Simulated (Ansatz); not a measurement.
Take GaN in the wurtzite structure (space group P6_3mc, No. 186; a = 3.1518 Å, c = 5.1383 Å) as the base. Axes: x lies along a and z along c of the hexagonal cell.

Calculations: LDA (Ansatz, a first-principles code, PAW, without spin-orbit coupling).

Strains are applied to the cell and any free atomic positions relax.

One change was made to it. Results:

The electron mass becomes 0.18 mₑ along z, 0.20 mₑ across (at Γ) (base: 0.18 mₑ along c, 0.20 mₑ across (at Γ)); the band gap falls by 0.02 eV to 2.11 eV; the gap character remains direct at Γ.

**Question.** Name the change that was made.
A) tensor shear ε_xz = +1.67 %
B) tensor shear ε_xz = +2.00 %
C) tensor shear ε_xz = +0.67 %

**Answer.** C, tensor shear ε_xz = +0.67 %. For comparison, the band gap in the other runs: tensor shear ε_xz = +2.00 % gives 2.02 eV; tensor shear ε_xz = +1.67 % gives 2.05 eV.

Effective masses come from finite differences of ±0.01 Å⁻¹. Stability against distortions was not tested. k-point labels follow each cell's own Brillouin zone.
